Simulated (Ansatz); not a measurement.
**SrTiO₃ in the cubic perovskite structure (space group Pm-3m, No. 221)**

```yaml
crystal:
  lattice:
    - [3.89114, 0.00000, 0.00000]
    - [0.00000, 3.89114, 0.00000]
    - [0.00000, 0.00000, 3.89114]
  atoms:
    - { symbol: Sr, position: [0.00000, 0.00000, 0.00000] }
    - { symbol: Ti, position: [0.50000, 0.50000, 0.50000] }
    - { symbol: O, position: [0.50000, 0.00000, 0.50000] }
    - { symbol: O, position: [0.00000, 0.50000, 0.50000] }
    - { symbol: O, position: [0.50000, 0.50000, 0.00000] }
```

Calculations: PBEsol/PAW in Ansatz (a quantum-chemistry and plane-wave program), scalar-relativistic without spin-orbit coupling. Γ-centred 9×9×9 mesh, Fermi–Dirac width 0.05 eV.

The volume per atom comes out as 11.78 Å³ and the density comes out as 5.17 g/cm³. The band gap is 1.85 eV, indirect, R → Γ and the lowest conduction-band minima above the VBM is Γ 1.85 eV. The total energy is -1531.449 eV/atom (σ→0; compares only within this code and set-up).

Whether these cells are dynamically stable was not tested. All final runs are without spin polarisation. Many cubic perovskites are stable only at high temperature; tilts and polar distortions were not tested.
